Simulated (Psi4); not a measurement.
Psi4 1.11, PBE0/def2-svp, scf_type pk: CC1([SiH2][SiH3])O[SiH2]O1, 17 atoms. The geometry is a generated start, not checked to be a minimum at this level.

```yaml
task: energy
method: pbe0
basis: def2-svp
memory: 7 GB
e_convergence: 1e-08
d_convergence: 1e-07
guess: auto, which took SAD (default)
diis_max_vecs: 10 (default)
scf_initial_accelerator: adiis (default)
dft_radial_points: 75 (default)
dft_spherical_points: 302 (default)
basis_functions: 160
grid_points: 359394
```

```xyz
17

C     -1.9099    -1.2102    -0.1930
C     -0.7506    -0.2299     0.0219
Si     0.9645    -1.0578    -0.5662
Si     2.6991     0.4092    -0.2446
O     -1.0160     1.0734    -0.5850
Si    -1.2072     1.7821     0.8908
O     -0.7181     0.2887     1.3884
H     -2.8668    -0.7790     0.1229
H     -1.7652    -2.1298     0.3855
H     -2.0121    -1.4792    -1.2505
H      1.1986    -2.3168     0.2000
H      0.8657    -1.4399    -2.0054
H      3.9841    -0.2025    -0.6818
H      2.5042     1.6590    -1.0284
H      2.8391     0.7767     1.1905
H     -2.6284     2.0407     1.2082
H     -0.1810     2.8152     1.1468
```
Charge 0, spin multiplicity 1.

The reference run uses exact four-centre integrals (scf_type = pk). Each setting ran once; only counts and results are compared.

Measured:

```json
[
 {"setting": "scf_type = cd, cholesky_tolerance = 1e-06", "energy against the reference": "−0.0096 meV/atom"},
 {"setting": "scf_type = cd, cholesky_tolerance = 0.0001 (default)", "energy against the reference": "−2.3 meV/atom"},
 {"setting": "scf_type = cd, cholesky_tolerance = 0.001", "energy against the reference": "−4.0 meV/atom"},
 {"setting": "scf_type = cd, cholesky_tolerance = 0.01", "energy against the reference": "+20 meV/atom"}
]
```

### Question
Predict the row for scf_type = cd, cholesky_tolerance = 1e-05.

### Answer
energy against the reference: −0.16 meV/atom. Total energies are compared; such shifts often cancel in part in energy differences.
